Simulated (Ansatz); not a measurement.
CdSe (P6_3mc) under hydrostatic pressure (compression positive): electron conductivity mass by PBE with spin-orbit coupling, rigid bands (plane waves, PAW; Ansatz, a first-principles code). The unloaded cell, whose axes the loads refer to:

```
CELL_PARAMETERS angstrom
      4.30156     0.00000     0.00000
     -2.15078     3.72526     0.00000
      0.00000     0.00000     7.02198
ATOMIC_POSITIONS crystal
  Cd 0.33333 0.66667 0.99967
  Cd 0.66667 0.33333 0.49967
  Se 0.33333 0.66667 0.37533
  Se 0.66667 0.33333 0.87533
```

```json
[
 {"hydrostatic pressure (compression positive) (GPa)": "0", "volume per atom (Å³)": "28.13", "electron conductivity mass (mₑ)": "0.0753"},
 {"hydrostatic pressure (compression positive) (GPa)": "1.4", "volume per atom (Å³)": "27.43", "electron conductivity mass (mₑ)": "0.0790"},
 {"hydrostatic pressure (compression positive) (GPa)": "2.8", "volume per atom (Å³)": "26.81", "electron conductivity mass (mₑ)": "0.0821"},
 {"hydrostatic pressure (compression positive) (GPa)": "4.2", "volume per atom (Å³)": "26.26", "electron conductivity mass (mₑ)": "?"}
]
```

Question: Fit a straight line to ln(electron conductivity mass) against the load over the rows given, and predict the row at 4.2 GPa.

Answer: The means are x̄ = 1.400 GPa and ȳ = -2.5415; Σ(x − x̄)(y − ȳ) = 0.1210 and Σ(x − x̄)² = 3.920, so the slope is 3.09 % per GPa, and the rows given lie within 0.32 % of the line. At 4.2 GPa the line gives 0.0859 mₑ; the calculation gives 0.0849 mₑ, 1.1 % from it.

Masses are for dilute carriers at 300 K, harmonic means over directions unless an axis is named. Stresses and pressures are the targets of the relaxation. The structure type is held at every load. Geometry: cell and atoms relaxed with PBEsol.
